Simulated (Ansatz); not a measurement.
Input and output of a self-consistent single point for Ga₂O₃ (C2/m, 10 atoms in the cell) (Ansatz, a program for electronic structure).

Method: PBE, PAW files (plane waves; Ansatz).

```xyz
10
Lattice="6.1304 -1.5213 0.0000 6.1304 1.5213 0.0000 -1.3819 0.0000 5.6413" Properties=species:S:1:pos:R:3 pbc="T T T"
Ga     3.2359     0.0000     3.8658
Ga     7.6430     0.0000     1.7755
Ga    10.8680     0.0000     1.1577
Ga     0.0109     0.0000     4.4837
O      5.1465     0.0000     4.1934
O      5.7324     0.0000     1.4479
O      9.5316     0.0000     2.4640
O      1.3473     0.0000     3.1774
O      1.8661     0.0000     0.6157
O      9.0128     0.0000     5.0256
```

Reference input (self-consistent single point, DFT, PBE, plane waves, PAW files): basis.ecutwfc = 30.9 Ry; kpoints.mp_grid.grid = 7 7 4; hamiltonian.xc = pbe; hamiltonian.pseudopotentials = {kind: paw} (the program's default PAW files); scf.occupations.method = gaussian; scf.occupations.width = 0.0007 Ry. This run's input differs from it in these lines:

Ansatz 0.2 input:
```diff
@@ -18,3 +18,3 @@
 basis:
-  ecutwfc: 30.9 Ry
+  ecutwfc: 15.4 Ry
 kpoints:
```

Output, abridged:

```
SCF iter   1: F=—  HF=-18500.853532 eV  |F-HF|=—  |Δ(HF+E_count)|=         —  Δρ=1.37e-1  dr2=6.15e0  ethr=3.10e-3  ⟨swp⟩=5.4  Hψ=10277  notcnv=0  defer=9
all-band conjugate gradients solve this SCF's bands
preconditioner: auto → Resta (q_TF=auto, 2.648 Å⁻¹)
SCF iter   2: F=—  HF=-18497.380432 eV  |F-HF|=—  |Δ(HF+E_count)|=    3.47e0  Δρ=8.42e-2  dr2=2.91e0  ethr=3.10e-3  ⟨swp⟩=2.0  Hψ=6539  notcnv=0  defer=235
   [... lines left out ...]
SCF iter   6: F=—  HF=-18496.024389 eV  |F-HF|=—  |Δ(HF+E_count)|=   6.80e-4  Δρ=2.01e-4  dr2=3.65e-5  ethr=8.99e-7  ⟨swp⟩=2.5  Hψ=5240  notcnv=0  defer=235
SCF iter   7: F=—  HF=-18496.024188 eV  |F-HF|=—  |Δ(HF+E_count)|=   2.01e-4  Δρ=7.06e-5  dr2=4.46e-6  ethr=4.15e-8  ⟨swp⟩=2.0  Hψ=5848  notcnv=0  defer=235
SCF iter   8: F=—  HF=-18496.024192 eV  |F-HF|=—  |Δ(HF+E_count)|=   4.30e-6  Δρ=1.97e-5  dr2=3.55e-7  ethr=5.07e-9  ⟨swp⟩=2.0  Hψ=5473  notcnv=0  defer=235
SCF iter   9: F=-18496.024192 eV  HF=-18496.024192 eV  |F-HF|=1.27e-8  |Δ(HF+E_count)|=   2.29e-7  Δρ=4.46e-6  dr2=1.93e-8  ethr=1.14e-10  ⟨swp⟩=9.9  Hψ=12746  notcnv=0
SCF 1 converged in 9 iterations: F = -18496.024192 eV  dr2 = 1.93e-8
Free energy (F): -18496.024192 eV
Internal energy: -18496.024192 eV  (E = F + TS)
E sigma→0 (E₀):  -18496.024192 eV
Fermi energy:    9.025343 eV
--- Forces (eV/Å), atoms counted from 1 ---
  atom   1  Ga     0.15129097    -0.00000000    -0.01532219
  atom   2  Ga    -0.15129097     0.00000000     0.01532219
  atom   3  Ga     0.11912259    -0.00000000    -0.22196846
  atom   4  Ga    -0.11912259     0.00000000     0.22196846
  atom   5  O      0.35830237    -0.00000000     0.03259694
  atom   6  O     -0.35830237     0.00000000    -0.03259694
  atom   7  O      0.64359543    -0.00000000    -0.13892732
  atom   8  O     -0.64359543     0.00000000     0.13892732
  atom   9  O      0.75193062    -0.00000000    -0.81301436
  atom  10  O     -0.75193062     0.00000000     0.81301436
--- Stress (GPa, compression-positive) ---
       16.973438       0.000000       0.486760
        0.000000      16.965395      -0.000000
        0.486760      -0.000000      14.557141
  P = ⅓ Tr σ = 16.1653 GPa (161.653 kbar)
  The stress holds the Pulay correction. Without it, at fixed plane waves, as pw.x and ABINIT print it: P = -272.4611 GPa
```

The run converged in 9 iterations. Against the reference run the free energy rises by 4.40 eV/atom, the pressure goes from 7.75 to 16.17 GPa, the largest force goes from 0.178 to 1.107 eV/Å and the gap on the mesh goes from 2.357 to 1.825 eV.

The starting cell comes from a database of computed structures (which also holds hypothetical and non-ambient phases and stackings), without a prior relaxation at this level. Its lattice was rescaled by a random factor within 2.5 % of one. Forces in this geometry exceed 1 eV/Å. Ansatz's pressure includes its estimate of the finite-basis (Pulay) stress. Without the estimate this run gives -272.46 GPa. The cutoff lies below the one recommended for these files.
